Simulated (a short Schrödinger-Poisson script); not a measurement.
Symmetric double-gate stack, Al2O3 on p-type GaN

Stack: symmetric double-gate stack, Al2O3 on p-type GaN, at 400 K.

| layer | material | thickness (nm) | Na (cm⁻³) |
|---|---|---|---|
| 1 | Al2O3 | 4 | - |
| 2 | GaN | 20 | 1e17 |
| 3 | Al2O3 | 4 | - |

The device is made up for the run: typed textbook-type constants, with dimensions and the other settings drawn at random. Al2O3: permittivity 9, conduction-band edge (eV) 2.75, gap (eV) 6.8, electron mass (mₑ) 0.3. GaN: permittivity 9.5, conduction-band edge (eV) 0, gap (eV) 3.43, Nv at 300 K (cm⁻³) 4.6e19.

Channel valleys (confinement mass, in-plane density-of-states mass, number): Γ 0.2, 0.2, 1. At the gates, both at one voltage, the conduction-band edge of layer 1 lies 3.22 eV − eVg above the Fermi level of the channel. Gaps are held at their typed values at every temperature. Mesh 0.03 nm at interfaces.

Solved with a short Schrödinger-Poisson script written for these runs: 1D Poisson equation in equilibrium, electrons quantum, Hartree (BenDaniel-Duke, 12 states a valley, the channel's in-plane mass for all, wave functions free to enter the dielectric), parabolic valleys, classical holes, full ionisation, no traps, pinning or gate leakage.

| Vg (V) | electrons (cm⁻²) | C (μF/cm²) | Γ E0 (meV) | Γ E1 (meV) |
|---|---|---|---|---|
| 0.15 | 3.40e8 | < 0.003 | 340.6 | 352.3 |
| 0.25 | 6.10e9 | 0.0283 | 241.1 | 252.7 |
| 0.35 | 9.07e10 | 0.351 | 148.3 | 159.2 |
| 0.45 | 5.62e11 | 1.17 | 86.5 | 94.0 |
| 0.55 | 1.48e12 | 1.71 | 53.2 | 56.8 |
| 0.65 | 2.65e12 | 2.04 | 30.5 | 32.0 |
| 0.75 | 4.00e12 | 2.26 | 12.4 | 13.0 |
| 0.85 | 5.46e12 | 2.41 | -3.0 | -2.7 |
| 0.95 | 7.00e12 | 2.52 | -16.7 | -16.6 |
| 1.05 | 8.60e12 | 2.61 | -29.2 | -29.1 |
| 1.15 | 1.03e13 | 2.68 | -40.9 | -40.9 |

Subbands count from the Fermi level. The capacitance is that of both gates.

In real p-type GaN the Mg acceptor is only partly ionised, and so wide a gap doesn't supply an inversion layer without source and drain.
